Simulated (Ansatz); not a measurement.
We consider SiO2 (I-42d, No. 122, 6 atoms in the cell; start mp-546794; a measured phase of this formula has another space group), described by PBE0 in Ansatz (plane waves, PAW).

Run with plane-wave cutoff 460 eV, 6×6×6 k mesh, Fermi–Dirac smearing 0.01 eV, scalar-relativistic PAW data made under PBE.

The cell is the one relaxed with PBEsol. Conventional cell: a = 4.9832 Å, b = 4.9832 Å, c = 7.3381 Å, α = 90.00°, β = 90.00°, γ = 90.00°.

```
O2Si
1.0
   -2.49162     2.49162     3.66906
    2.49162    -2.49162     3.66906
    2.49162     2.49162    -3.66906
Si O
2 4
Cartesian
  0.00000   0.00000   0.00000
  0.00000   2.49162   1.83453
  0.47998   1.24581   0.91726
 -1.24581   2.01164   2.75179
 -0.47998   3.73744   0.91726
  1.24581   2.97160   2.75179
```

### Question
List the 19 lowest band energies at Γ above −25 eV (eV, relative to the valence band maximum), grouping those that round alike.

### Answer
At Γ: -20.68, -18.55 (×2), -18.48, -9.63, -5.72 (×2), -5.43, -2.68, -2.22, -1.61 (×2), -1.56, -0.74, 0.00 (×2), 8.40, 11.54, 13.40.

Note: the run warned that its exchange threshold was loose for the stress; cell and atoms aren't relaxed at this level (largest force component 0.21 eV/Å, pressure -2.4 GPa).

A start named mp-… is a Materials Project structure, which need not be a measured phase.

Ansatz is a first-principles code.
